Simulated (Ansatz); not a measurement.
Phonon-limited resistivity of Nb3Ru (Fm-3m) against temperature in μΩ·cm, PBEsol, DFPT electron-phonon coupling, linearised Boltzmann equation run with Ansatz (a program for electronic structure), harmonic crystal at a fixed cell.

| T | ρ |
|---|---|
| 50 K | 0.173 |
| 77 K | 0.798 |
| 100 K | … |
| 150 K | 3.51 |
| 200 K | … |
| 250 K | 7.17 |
| 273 K | … |
| 300 K | 8.91 |
| 350 K | 10.6 |
| 400 K | 12.3 |
| 500 K | 15.6 |
| 600 K | 18.9 |
| 800 K | 25.5 |

Question: What belongs in the gaps?

Answer: 
- 100 K, ρ: 1.59
- 200 K, ρ: 5.38
- 273 K, ρ: 7.98

A metal at this level (no band gap). Only scattering by harmonic phonons is included (no impurities, grain boundaries, electron-electron scattering or thermal expansion). Spin-orbit coupling is left out. Halving the electron mesh (24x24x24) moves the resistivity by up to 2 %. Smearing 0.20 eV; phonons on a 4x4x4 q mesh, which this run doesn't test and which matters most at low temperature.

Computed structure, not matched to a measured one here, so possibly hypothetical: Nb3Ru (Fm-3m).
